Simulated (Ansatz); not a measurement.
Consider MgTe in the zinc blende structure (space group F-43m, No. 216; a = 6.3681 Å).

All numbers come from Kohn–Sham DFT with the LDA functional, run in Ansatz (a quantum-chemistry and plane-wave program) with PAW and 420 eV plane waves, no spin-orbit coupling.

For the base:

* **Band gap**: 2.38 eV
* **Width of the top valence band**: 1.56 eV
* **Gap character**: direct at Γ
* **Lattice parameter a**: 6.368 Å

Perturbation: a hydrostatic pressure of 22.5 GPa.

Estimate the effect on the band gap, width of the top valence band, gap character and lattice parameter a.

The band gap falls by 0.34 eV to 2.04 eV; the width of the top valence band increases by 0.86 eV (1.56 eV → 2.42 eV); the gap character becomes indirect, Γ → X (base: direct at Γ); the lattice parameter a drops by 0.6206 Å to 5.748 Å.

With Te present, leaving out spin-orbit coupling can change the band edges. Load acts through the strain it causes; cell and atoms are relaxed under it. Whether these cells are dynamically stable was not tested. Tetrahedral semiconductors of this kind turn to denser phases somewhere between about 1 and 50 GPa; those were not computed, so compressed cells here can lie past the real transition.
